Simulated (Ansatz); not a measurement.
Take KBr in the rock salt structure (space group Fm-3m, No. 225; a = 6.549 Å) as the base. Axes: x, y, z lie along the cube axes.

Structures relaxed with plane-wave PAW DFT at the PBEsol level (Ansatz, a first-principles code, 420 eV), spin-orbit coupling left out.

Base:

Simulated powder pattern, Cu Kα1, λ = 1.54056 Å (kinematic, ideal powder, no thermal factors, no anomalous dispersion; the 8 strongest lines at most, above 2 %, up to 2θ = 90°):

| 2θ (°) | I/Imax (%) | hkl |
|---|---|---|
| 23.51 | 21 | (111) |
| 27.21 | 100 | (200) |
| 38.86 | 74 | (220) |
| 48.09 | 26 | (222) |
| 56.13 | 12 | (400) |
| 63.47 | 32 | (420) |
| 70.37 | 23 | (422) |
| 89.77 | 16 | (442) |

After one change:

Simulated powder pattern, Cu Kα1, λ = 1.54056 Å (kinematic, ideal powder, no thermal factors, no anomalous dispersion; the 8 strongest lines at most, above 2 %, up to 2θ = 90°):

| 2θ (°) | I/Imax (%) |
|---|---|
| 23.63 | 30 |
| 27.21 | 100 |
| 27.63 | 48 |
| 38.86 | 37 |
| 39.17 | 72 |
| 48.35 | 38 |
| 63.47 | 16 |
| 70.57 | 23 |

**Question.** Which change produced these results?
A) uniaxial strain ε_zz = −1.00 %
B) uniaxial strain ε_zz = +1.50 %
C) uniaxial strain ε_zz = −1.50 %
D) uniaxial strain ε_zz = −2.00 %

**Answer.** C, uniaxial strain ε_zz = −1.50 %. Its volume per atom is 34.58 Å³ against 35.11 Å³, and its space group is I4/mmm (No. 139).

Stability against distortions was not tested.
